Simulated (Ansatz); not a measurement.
# WSe₂ in the 2H-MoS2 type structure (space group P6_3/mmc, No. 194; layered, stacked along the Cartesian z axis)

```xyz
6
Lattice="3.2995 0.0000 0.0000 -1.6498 2.8575 0.0000 0.0000 0.0000 13.1475" Properties=species:S:1:pos:R:3 pbc="T T T"
W      0.0000     1.9050     3.2869
W      1.6498     0.9525     9.8606
Se     0.0000     1.9050     8.1954
Se     1.6498     0.9525     1.6216
Se     1.6498     0.9525     4.9521
Se     0.0000     1.9050    11.5258
```

Level of theory: r2SCAN+rVV10/PAW in Ansatz (a quantum-chemistry and plane-wave program), no spin-orbit coupling, earlier PAW set. Γ-centred 11×11×3 mesh, Fermi–Dirac width 0.05 eV.

| Item | Result |
|---|---|
| Volume per atom | 20.66 Å³ |
| Density | 9.16 g/cm³ |
| Band gap | 1.12 eV, indirect, Γ → k = (0.182, 0.182, 0) in the run's primitive reciprocal basis |
| Hole mass | 0.96 mₑ along c, 0.77 mₑ across |
| Total energy | -7116.996 eV/atom (σ→0; compares only within this code and set-up) |

Spin-orbit coupling, missing from the scalar runs, can matter with W. Masses are band curvatures over ±0.01 Å⁻¹ around the edge. Stability against distortions was not tested.
